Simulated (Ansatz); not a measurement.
Consider ZnBr2 in the fluorite structure (space group Fm-3m, No. 225; a = 6.691 Å; a hypothetical phase, not in the database extracts checked). Axes: x, y, z lie along the cube axes.

Calculations: Ansatz (an electronic-structure program) r2SCAN, without spin-orbit coupling.

A first run, uniaxial strain ε_zz = −2.27 %, gives secant values C11 ≈ 150 GPa and C12 ≈ 3.3 GPa from its stress. A second run applies uniaxial stress, 2 GPa compression along z.

Q: What does linear elasticity predict for Young's modulus in the second run, and what does the run give?

A: Linear elasticity: (C11 − C12)(C11 + 2 C12)/(C11 + C12) = 150 GPa. The run gives 150 GPa; any difference comes from nonlinear terms at these strains and numerical noise.

Beyond what the load breaks, stability against distortions was not tested.
